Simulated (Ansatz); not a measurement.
## Effect of biaxial strain +3.10 %, plane normal [001], relaxed out of plane on PtGe

The parent structure is PtGe (space group Pnma, No. 62; a = 5.772 Å, b = 3.713 Å, c = 6.129 Å). Axes: x, y, z lie along a, b, c of the conventional cell.

The change: biaxial strain +3.10 %, plane normal [001], relaxed out of plane (Cartesian); in-plane vectors clamped, the third vector and the atoms free.

The values are results of Kohn–Sham DFT with the r2SCAN functional, run in Ansatz (a program for electronic structure) with PAW and 500 eV plane waves, no SOC, not measurements. Γ-centred 13×8×8 mesh, Fermi–Dirac width 0.05 eV, for the changed cell.

The volume per atom goes up by 0.48 Å³ to 16.90 Å³ and the space group remains Pnma (No. 62). The shortest interatomic distance rises by 0.008 Å, from 2.480 Å to 2.488 Å and the pressure (mean of the normal stresses, compression positive) goes from zero to -4.1 GPa. The band gap stays zero and the out-of-plane strain comes out as -3.16 % (rough). The mean in-plane stress (compression positive) is -6.1 GPa (rough).

Final structure (turned so that z lies along the plane normal):

```
PtGe
1.0
    3.82813     0.00000     0.00000
    0.00000     5.95071     0.00000
    0.00000     0.00000     5.93514
Pt Ge
4 4
Direct
  0.25000   0.00796   0.19307
  0.25000   0.50796   0.30693
  0.75000   0.99204   0.80693
  0.75000   0.49204   0.69307
  0.25000   0.81460   0.59192
  0.25000   0.31460   0.90808
  0.75000   0.18540   0.40808
  0.75000   0.68540   0.09192
```

Without a gap, meshes like the base's 8×13×8 leave anisotropic stresses uncertain by several tenths of a GPa, and small strain energies with them. Stability against distortions was not tested. All final runs are without spin polarisation.
